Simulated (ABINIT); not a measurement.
Worked example: self-consistent single point of Li₃Mg (I4/mmm, 4 atoms in the cell) in ABINIT.

Method: PBEsol, norm-conserving pseudopotentials (PseudoDojo nc-sr-04 PBEsol standard) (plane waves; ABINIT 10.0.3).

```yaml
crystal:
  lattice:
    - [-2.15793, 2.15793, 4.27820]
    - [2.15793, -2.15793, 4.27820]
    - [2.15793, 2.15793, -4.27820]
  atoms:
    - { symbol: Li, position: [0.50000, 0.50000, 0.00000] }
    - { symbol: Li, position: [0.25000, 0.75000, 0.50000] }
    - { symbol: Li, position: [0.75000, 0.25000, 0.50000] }
    - { symbol: Mg, position: [0.00000, 0.00000, 0.00000] }
```

Reference input (self-consistent single point, DFT, PBEsol, plane waves, norm-conserving pseudopotentials (PseudoDojo nc-sr-04 PBEsol standard)): pseudos = [Li.upf, Mg.upf]; ecut = 42 Ha; occopt = 3; tsmear = 0.05 eV; ngkpt = 11 11 11; nshiftk = 1; shiftk = 0 0 0; potentials = PseudoDojo nc-sr-04 PBEsol standard; nband = 15; kptopt = 1; nstep = 80; tolvrs = 1e-10. This run's input differs from it in these lines:

```diff
@@ -22,3 +22,3 @@
 kptopt 1
-ngkpt 11 11 11
+ngkpt 5 5 5
 nshiftk 1
```

Output (repeated stretches shortened):

```
--- !BeginCycle
solver: {iscf: 7, nstep: 80, nline: 4, wfoptalg: 0, }
tolerances: {tolvrs: 1.00E-10, }
...

     iter   Etot(hartree)      deltaE(h)  residm     vres2
 ETOT  1  -80.733691200266    -8.073E+01 2.156E-01 6.007E+01
 ETOT  2  -80.771568426220    -3.788E-02 5.948E-04 7.326E+00
 ETOT  3  -80.771889802120    -3.214E-04 2.969E-04 2.580E-01
 ETOT  4  -80.771915458437    -2.566E-05 4.699E-04 4.639E-02
 ETOT  5  -80.771919462898    -4.004E-06 1.937E-04 4.778E-04
 ETOT  6  -80.771919494951    -3.205E-08 1.965E-04 5.659E-06
 ETOT  7  -80.771919495374    -4.231E-10 5.801E-05 2.603E-07
 ETOT  8  -80.771919495385    -1.066E-11 8.095E-05 3.483E-09
 ETOT  9  -80.771919495373     1.124E-11 1.449E-05 2.682E-11
 At SCF step    9       vres2   =  2.68E-11 < tolvrs=  1.00E-10 =>converged.

 Cartesian components of stress tensor (hartree/bohr^3)
  sigma(1 1)= -5.03975398E-06  sigma(3 2)=  0.00000000E+00
  sigma(2 2)= -5.03975398E-06  sigma(3 1)=  0.00000000E+00
  sigma(3 3)= -3.55993712E-06  sigma(2 1)=  0.00000000E+00

 ----iterations are completed or convergence reached----

 reduced coordinates (array xred) for    4 atoms
       0.500000000000      0.500000000000      0.000000000000
       0.250000000000      0.750000000000      0.500000000000
       0.750000000000      0.250000000000      0.500000000000
       0.000000000000      0.000000000000      0.000000000000
 cartesian forces (eV/Angstrom) at end:
    1     -0.00000000000000    -0.00000000000000    -0.00000000000000
   [... lines left out ...]
 Fermi (or HOMO) energy (hartree) =   0.05484   Average Vxc (hartree)=  -0.27987
   [... lines left out ...]
total_energy        : -8.07719194953733E+01
total_energy_eV     : -2.19791570649762E+03
band_energy         : -2.43417458393023E+01
...

-Cartesian components of stress tensor (GPa)         [Pressure=  1.3376E-01 GPa]
- sigma(1 1)= -1.48274656E-01  sigma(3 2)=  0.00000000E+00
- sigma(2 2)= -1.48274656E-01  sigma(3 1)=  0.00000000E+00
- sigma(3 3)= -1.04736948E-01  sigma(2 1)=  0.00000000E+00

 Calculation completed.
```

The run converged in 9 iterations. Against the reference run the free energy rises by 10.0 meV/atom and the pressure moves little (0.08 to 0.13 GPa).

The starting cell comes from a database of computed structures (which also holds hypothetical and non-ambient phases and stackings), without a prior relaxation at this level.

Cost on one core of a shared machine: roughly 30 s.
